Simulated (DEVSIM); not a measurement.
Device: Au/SiO2/p-Si capacitor, at 300 K.

| layer (left to right) | material | thickness (nm) | Na (cm⁻³) |
|---|---|---|---|
| 1 | SiO2 | 1.40 | - |
| 2 | Si | 700 | 6.7e17 |

Metal gate on the left, work function 5.1 eV. Fixed charge at the semiconductor interface 8.3e10 cm⁻² (in units of +e); no interface traps.

The device is made up for the run: typed textbook-type constants, with dimensions and the other settings drawn at random. Values at 300 K.

| parameter | SiO2 | Si |
|---|---|---|
| gap (eV) | 9 | 1.124 |
| affinity (eV) | 0.9 | 4.05 |
| permittivity | 3.9 | 11.7 |
| Nc (cm⁻³) | - | 2.86e19 |
| Nv (cm⁻³) | - | 3.1e19 |

DEVSIM, 1D Poisson equation in equilibrium, Boltzmann statistics, complete ionisation; no quantum confinement or tunnelling. Metal contacts follow the ideal Schottky-Mott rule: no Fermi-level pinning, no interface dipoles.

Q: Tabulate band edges, carrier densities and field at 0.8 V on the gate.

A: Energies count from the Fermi level of the right contact; mesh points crowd at the junctions.

| x (μm) | Ec (eV) | Ev (eV) | n (cm⁻³) | p (cm⁻³) | field (V/cm) |
|---|---|---|---|---|---|
| 0.000 | 3.400 | -5.600 | < 1e2 | < 1e2 | 1000000 |
| 0.0005612 | 3.458 | -5.543 | < 1e2 | < 1e2 | 1000000 |
| 0.0009617 | 3.499 | -5.501 | < 1e2 | < 1e2 | 1000000 |
| 0.001568 | 0.399 | -0.725 | 5.7e12 | 2.0e7 | 350000 |
| 0.003038 | 0.449 | -0.675 | 8.1e11 | 1.4e8 | 340000 |
| 0.005212 | 0.520 | -0.604 | 5.2e10 | 2.2e9 | 310000 |
| 0.009074 | 0.634 | -0.490 | 6.3e8 | 1.8e11 | 270000 |
| 0.01882 | 0.853 | -0.271 | 130000 | 8.7e14 | 170000 |
| 0.03324 | 1.001 | -0.123 | 430 | 2.7e17 | 41000 |
| 0.05691 | 1.025 | -0.099 | 180 | 6.6e17 | 490 |
| 0.1009 | 1.025 | -0.099 | 170 | 6.7e17 | ≈ 0 |
| 0.2119 | 1.025 | -0.099 | 170 | 6.7e17 | ≈ 0 |
| 0.3744 | 1.025 | -0.099 | 170 | 6.7e17 | ≈ 0 |
| 0.5178 | 1.025 | -0.099 | 170 | 6.7e17 | ≈ 0 |
| 0.6147 | 1.025 | -0.099 | 170 | 6.7e17 | ≈ 0 |
| 0.6531 | 1.025 | -0.099 | 170 | 6.7e17 | ≈ 0 |
| 0.6737 | 1.025 | -0.099 | 170 | 6.7e17 | ≈ 0 |
| 0.6863 | 1.025 | -0.099 | 170 | 6.7e17 | ≈ 0 |
| 0.6948 | 1.025 | -0.099 | 170 | 6.7e17 | ≈ 0 |
| 0.6982 | 1.025 | -0.099 | 170 | 6.7e17 | ≈ 0 |
| 0.7001 | 1.025 | -0.099 | 170 | 6.7e17 | ≈ 0 |
| 0.7014 | 1.025 | -0.099 | 170 | 6.7e17 | ≈ 0 |
